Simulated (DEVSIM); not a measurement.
System: Schottky contact on n-type Si, at 400 K.

Layer 1 from the left is Si, thickness (μm) 2.30, Nd (cm⁻³) 5e16, τn (s) 7.2e-7, τp (s) 7.2e-7.

Left contact: Schottky, work function 4.51 eV, emission velocity 4e6 cm/s. Right contact: ohmic. Voltage is applied to the left contact. Recombination: SRH at mid-gap, radiative. Mobility is μmin + (μ − μmin)/(1 + (N/Nref)^α).

The device is made up for the run: typed textbook-type constants, with dimensions and the other settings drawn at random. Values at 300 K; Nc and Nv go as T^1.5, mobilities as T to minus their exponent, the gap by Varshni's rule with the affinity fixed.

Si: gap (eV) 1.124, affinity (eV) 4.05, permittivity 11.7, Nc (cm⁻³) 2.86e19, Nv (cm⁻³) 3.1e19, μn (cm²/Vs) 1417, μp (cm²/Vs) 470, μn,min 52, μp,min 45, Nref,n 9.7e16, Nref,p 2.2e17, αn 0.68, αp 0.72, T exponent of μn 2.3, T exponent of μp 2.2, B (cm³/s) 4.7e-15, Varshni α (eV/K) 0.000473, Varshni β (K) 636.

### Question
Estimate by hand the built-in potential, the peak field at zero bias, and compare with a numerical solution.

### Answer

- Built-in potential: barrier φB = 0.460 eV; Vbi = φB − kT/q ln(N_band/N) = 0.226 V; numerical 0.226 V.
- Peak field at zero bias: depletion approximation: W = √(2εVbi/(qN)) = 0.0765 μm with N = 5.00e16 cm⁻³; field = 2Vbi/W = 59200 V/cm; numerical 54100 V/cm (estimate above by 9.4 %).

Simulated with DEVSIM: 1D drift-diffusion, Boltzmann statistics, complete ionisation; no tunnelling, impact ionisation, image-force lowering or self-heating. Metal contacts follow the ideal Schottky-Mott rule: no Fermi-level pinning, no interface dipoles.
